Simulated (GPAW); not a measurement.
```xyz
8
Lattice="3.6332 0.0000 0.0000 -1.8166 3.1464 0.0000 0.0000 0.0000 10.1356" Properties=species:S:1:pos:R:3 pbc="T T T"
Cd     1.8166     1.0488     4.9886
Cd     0.0000     2.0976    10.0564
H      0.0000     0.0000     3.2274
H      0.0000     0.0000     8.2952
Cl     1.8166     1.0488     1.5785
Cl     0.0000     2.0976     6.6463
O      0.0000     0.0000     4.1884
O      0.0000     0.0000     9.2562
```

Level of theory: PBEsol, GPAW PAW datasets PBEsol (made by gpaw-setup) (plane waves; GPAW).

The set-up and first iterations of a GPAW log for CdHClO (P6_3mc, 8 atoms in the cell):

```
Input parameters:
  convergence: {bands: -4,
                density: 1e-05}
  kpts: [7 7 3]
  maxiter: 120
  mode: {ecut: 950.0,
         name: pw}
  nbands: -6
  occupations: {name: fixed-uniform}
  symmetry: {symmorphic: False,
             tolerance: 0.0005}
  xc: PBEsol

species:
  Cd:
    name: Cadmium
    Z: 48.0
    valence: 12
    core: 36
    charge: 0.0
    file: Cd.PBEsol.gz

    # Using partial waves for Cd as LCAO basis

  H:
    name: Hydrogen
    Z: 1.0
    valence: 1
    core: 0
    charge: 0.0
    file: H.PBEsol.gz

    # Using partial waves for H as LCAO basis

  Cl:
    name: Chlorine
    Z: 17.0
    valence: 7
    core: 10
    charge: 0.0
    file: Cl.PBEsol.gz

    # Using partial waves for Cl as LCAO basis

  O:
    name: Oxygen
    Z: 8.0
    valence: 6
    core: 2
    charge: 0.0
    file: O.PBEsol.gz

    # Using partial waves for O as LCAO basis

Reference energy: -333369.251776  # eV

Spin-paired calculation

   [... lines left out ...]
  External potential:
    NoExternalPotential

XC parameters: PBEsol with 2 nearest neighbor stencil

Number of atoms: 8
Number of atomic orbitals: 36
Number of bands in calculation: 32
Number of valence electrons: 52
Bands to converge: 28

Density initialized from atomic densities
  32 bands from LCAO basis set

Atomic positions and initial magnetic moments

Positions:
   0 Cd     1.816579    1.048801    4.988634    ( 0.0000,  0.0000,  0.0000)
   1 Cd    -0.000002    2.097604   10.056427    ( 0.0000,  0.0000,  0.0000)
   2 H      0.000000    0.000000    3.227373    ( 0.0000,  0.0000,  0.0000)
   3 H      0.000000    0.000000    8.295166    ( 0.0000,  0.0000,  0.0000)
   4 Cl     1.816579    1.048801    1.578516    ( 0.0000,  0.0000,  0.0000)
   5 Cl    -0.000002    2.097604    6.646309    ( 0.0000,  0.0000,  0.0000)
   6 O      0.000000    0.000000    4.188430    ( 0.0000,  0.0000,  0.0000)
   7 O      0.000000    0.000000    9.256223    ( 0.0000,  0.0000,  0.0000)

Unit cell:
           periodic     x           y           z      points  spacing
  1. axis:    yes    3.633155    0.000000    0.000000    27     0.1165
  2. axis:    yes   -1.816578    3.146405    0.000000    27     0.1165
  3. axis:    yes    0.000000    0.000000   10.135586    80     0.1267

  Lengths:   3.633155   3.633156  10.135586
  Angles:   90.000000  90.000000 120.000003

Effective grid spacing dv^(1/3) = 0.1257
     iter     time        total  log10-change:
                         energy   eigst   dens
iter:   1 --:--:--   -37.151836   +0.18
iter:   2 --:--:--   -36.148182   -0.91  -1.04
iter:   3 --:--:--   -33.476139   -0.73  -1.08
iter:   4 --:--:--   -33.477208   -1.94  -1.38
iter:   5 --:--:--   -33.430913   -1.93  -1.42
iter:   6 --:--:--   -33.405009   -1.59  -1.80
iter:   7 --:--:--   -33.342381   -1.88  -1.88
iter:   8 --:--:--   -33.326170   -3.37  -2.17
iter:   9 --:--:--   -33.321146c  -3.54  -2.58
iter:  10 --:--:--   -33.321972c  -3.73  -2.76
iter:  11 --:--:--   -33.321141c  -3.42  -2.64
iter:  12 --:--:--   -33.319918c  -4.14  -2.82
iter:  13 --:--:--   -33.319864c  -5.16  -3.18
```

Problem. How does the run end?

Solution. The run converged in 27 iterations. Convergence of the loop says nothing yet on basis, mesh or lower states. It ends on: free energy E − TS (from the program's reference atoms) -33.3198 eV; top of the valence band (on the code's own zero) 2.51 eV; gap on the k-point mesh 2.50 eV; largest force (vector length) 1.097 eV/Å. The log goes on:

```
   [... 3 lines left out ...]
iter:  17 --:--:--   -33.319802c  -7.10  -3.73
iter:  18 --:--:--   -33.319799c  -6.52  -3.77
iter:  19 --:--:--   -33.319798c  -7.05  -3.96
iter:  20 --:--:--   -33.319796c  -6.53  -3.99
iter:  21 --:--:--   -33.319796c  -7.61c -4.07
iter:  22 --:--:--   -33.319797c  -7.63c -4.13
iter:  23 --:--:--   -33.319797c  -7.24  -4.24
iter:  24 --:--:--   -33.319797c  -7.44c -4.62
iter:  25 --:--:--   -33.319797c  -8.86c -4.64
iter:  26 --:--:--   -33.319796c  -7.59c -4.70
iter:  27 --:--:--   -33.319796c  -8.87c -5.08c
Converged after 27 iterations.

Dipole moment: (-0.000000, 0.000000, 5.199908) |e|*Ang

Energy contributions relative to reference atoms: (reference = -333369.251776)

Kinetic:        +72.315978
Potential:      -68.112729
External:        +0.000000
XC:             -38.135179
Entropy (-ST):   +0.000000
Local:           +0.612133
SIC:             +0.000000
--------------------------
Free energy:    -33.319796
Extrapolated:   -33.319796

Showing only first 2 kpts
 Kpt  Band  Eigenvalues  Occupancy
  0    24      2.50975    2.00000
  0    25      2.50975    2.00000
  0    26      5.01329    0.00000
  0    27      7.23787    0.00000

  1    24      2.47258    2.00000
  1    25      2.47258    2.00000
  1    26      5.49012    0.00000
  1    27      6.51697    0.00000

Fermi level: 3.76152

Gap: 2.504 eV
Transition (v -> c):
  (s=0, k=0, n=25, [0.00, 0.00, 0.00]) -> (s=0, k=0, n=26, [0.00, 0.00, 0.00])
No difference between direct/indirect transitions
   [... lines left out ...]
  1 Cd    0.00000    0.00000   -0.01663
  2 H     0.00000   -0.00000   -1.09700
  3 H    -0.00000    0.00000   -1.09700
  4 Cl   -0.00000    0.00000    0.14429
  5 Cl    0.00000   -0.00000    0.14429
  6 O    -0.00000    0.00000    0.96586
  7 O     0.00000   -0.00000    0.96586

Stress tensor:
    -0.009916    -0.000000     0.000000
    -0.000000    -0.009916     0.000000
     0.000000     0.000000    -0.026052
Stress (GPa, Voigt): [-1.5888 -1.5888 -4.174   0.      0.     -0.    ]
```

For comparison: a first run was changed to give this one (lattice scaled by 0.98), and from it to this one the free energy stays essentially unchanged (within 1 meV/atom), the largest force goes from 0.339 to 1.097 eV/Å and the gap on the mesh goes from 2.348 to 2.504 eV.

The starting cell comes from a database of computed structures (which also holds hypothetical and non-ambient phases and stackings), without a prior relaxation at this level. Its lattice was rescaled by a random factor within 2.5 % of one. For this run, on top of that: lattice scaled by 0.98. Forces in this geometry exceed 1 eV/Å.

The run was DFT PBEsol, plane waves, GPAW PAW datasets PBEsol (made by gpaw-setup). Main settings of its input:

| setting | value |
|---|---|
| mode | pw |
| ecut | 950 eV |
| xc | PBEsol |
| kpts | 7 7 3 |
| mesh shift (steps) | 0 0 0 |
| occupations.name | fixed-uniform |
| nbands | -6 |
| convergence.density | 1e-05 e/electron |
| convergence.bands | -4 |
| symmetry.symmorphic | false |
| symmetry.tolerance | 0.0005 |
| maxiter | 120 |
